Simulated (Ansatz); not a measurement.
Consider AlCo in the CsCl type structure (space group Pm-3m, No. 221; a = 2.8239 Å; weakly magnetic (sensitive to the mesh)). Axes: x, y, z lie along the cube axes.

Method: DFT with r2SCAN, PAW potentials and a 500 eV plane-wave cutoff in Ansatz (a first-principles code), spin-orbit coupling left out.

Base values:

The shortest interatomic distance is 244.6 pm and the pressure comes out as 0.0 GPa.

It is then changed as follows: the cell is stretched by 1.77 % along y with no lateral relaxation, atoms relaxed at fixed cell.

Problem. How does this affect the energy relative to the base?

Solution. The energy rises by 2.9 meV/atom.

Problem. Predict the new shortest interatomic distance.

Solution. The shortest interatomic distance rises by 1.45 pm, from 244.6 pm to 246.0 pm.

Problem. Estimate the effect on the pressure.

Solution. The pressure (mean of the normal stresses, compression positive) goes from zero to -3.1 GPa.

Other magnetic orders, which the real material may have, were not ruled out. Without a gap, meshes like the base's 16×16×16 leave anisotropic stresses uncertain by several tenths of a GPa, and small strain energies with them. The cells carry an imposed strain or load. No phonon test of stability was made. Starting moments died away, wholly or in part, for the base; another magnetic solution may exist.
